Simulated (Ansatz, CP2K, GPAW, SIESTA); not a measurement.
**One structure in several programs: K3I2Br (P-3m1, 6 atoms in the cell)**

Band-structure calculation.

```
CELL_PARAMETERS angstrom
      4.89887     0.00000     0.00000
     -2.44943     4.24255     0.00000
      0.00000     0.00000    12.04285
ATOMIC_POSITIONS crystal
  K  0.00000 0.00000 0.50000
  K  0.33333 0.66667 0.15133
  K  0.66667 0.33333 0.84867
  I  0.33333 0.66667 0.67383
  I  0.66667 0.33333 0.32617
  Br 0.00000 0.00000 0.00000
```

Shared settings, as Ansatz (an electronic-structure program) writes them: kpoints.mp_grid.grid = 5 5 2; scf.occupations.method = fixed. Potentials and cutoffs stand in the table.

```csv
code,model,gap along the path (eV),smallest direct gap (eV),cutoff
Ansatz,"PBEsol, PAW files made with PBE",3.70,3.70,default
GPAW,"PBEsol, GPAW PAW datasets PBEsol (made by gpaw-setup)",3.71,3.71,550 eV
CP2K,"PBEsol, GPW, DZVP-MOLOPT-PBE-GTH basis, GTH-PBE potentials (POTENTIAL_UZH)",3.52,3.52,grid 500 Ry
SIESTA,"GGA PBEsol, numerical atomic orbitals TZP, PseudoDojo PBEsol standard norm-conserving potentials (rewritten from UPF to PSML)",3.61,3.61,grid 350 Ry
```

On Ansatz's run: spin-orbit coupling is off.

The spread over the programs that give each value: gap along the path within 0.19 eV; smallest direct gap within 0.19 eV.

CP2K and SIESTA use small atom-centred bases, whose incompleteness enters pressures, forces and empty levels differently from a plane-wave cutoff.

In the gap along the path, CP2K stands apart from the plane-wave programs.

The starting cell comes from a database of computed structures (which also holds hypothetical and non-ambient phases and stackings), without a prior relaxation at this level.

Left out of this page: Quantum ESPRESSO (not drawn, or without a comparable value).

Keys are those of Ansatz 0.2.
